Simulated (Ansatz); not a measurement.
# fcc Yb: elastic constant C11 by level of theory

No measured value is used here.

```csv
level (code),value (GPa),cell (Å³/atom)
LDA (Ansatz),25.2,29.66
PBE (Ansatz),24.7,35.67
PBEsol (Ansatz),23.8,32.57
r²SCAN (Ansatz),21.7,35.20
HSE06 (Ansatz),(withheld),43.42
```

Problem. Fill in the missing entries.

Solution. 
- HSE06 (Ansatz, a first-principles code), value (GPa): 19.4

HSE06: hybrids on metals are sensitive to the k mesh. Each level is taken at its own relaxed cell. Cutoffs and k meshes differ between the levels. Ansatz's density-functional and Hartree–Fock values are scalar-relativistic unless marked +SOC, with PAW data made under PBE.
